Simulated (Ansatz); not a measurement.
## Carrier properties of monolayer GeSe

Given:

```xyz
4
Lattice="4.0927 0.0000 0.0000 0.0000 4.4076 0.0000 0.0000 0.0000 18.8306" Properties=species:S:1:pos:R:3 pbc="T T T"
Ge     3.0695     3.8970    10.6401
Ge     1.0232     1.6932     8.1905
Se     1.0232     2.1617    10.6771
Se     3.0695    -0.0421     8.1534
```

Method: PBE, rigid bands (plane waves, PAW, scalar-relativistic; Ansatz, a program for electronic structure). Condition of this run: biaxial strain +3 %. Geometry: cell and atoms relaxed with PBE, then loaded as said.

```
Property                                                        Value
----------------------------------------------  ---------------------
band gap                                                      1.34 eV
electron conductivity mass (300 K, dilute)      0.33 (x), 0.20 (y) mₑ
effective density of states N_c (300 K)                   5.8e12 cm⁻²
Seebeck coefficient, n-type 1.9e12 cm⁻², 300 K              -271 μV/K
```

Rigid bands; masses and Seebeck coefficients take one relaxation time τ for all states and one kind of carrier; polarons and phonon drag are left out. Spin-orbit coupling is left out.
